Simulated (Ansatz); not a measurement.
Base system: BeS in the zinc blende structure (space group F-43m, No. 216; a = 4.8686 Å). Axes: x, y, z lie along the cube axes.

The values are results of Ansatz (a quantum-chemistry and plane-wave program), r2SCAN, PAW, cutoff 500 eV, without spin-orbit coupling, not measurements.

One thing is altered: a pure shear with ε_xy = ε_yx = 0.0086, atoms relaxed at fixed cell.

Q: Predict the stress tensor and what it implies for the stiffness.

A: Stress of the strained cell less that of the base (GPa, compression positive):
```
   0.03   -1.50    0.00
  -1.50    0.03    0.00
   0.00    0.00    0.00
```

Then −Δσ/γ with γ = 2ε = 0.0172 gives relaxed-ion elastic constants: C66 ≈ 87 GPa.

No phonon test of stability was made.
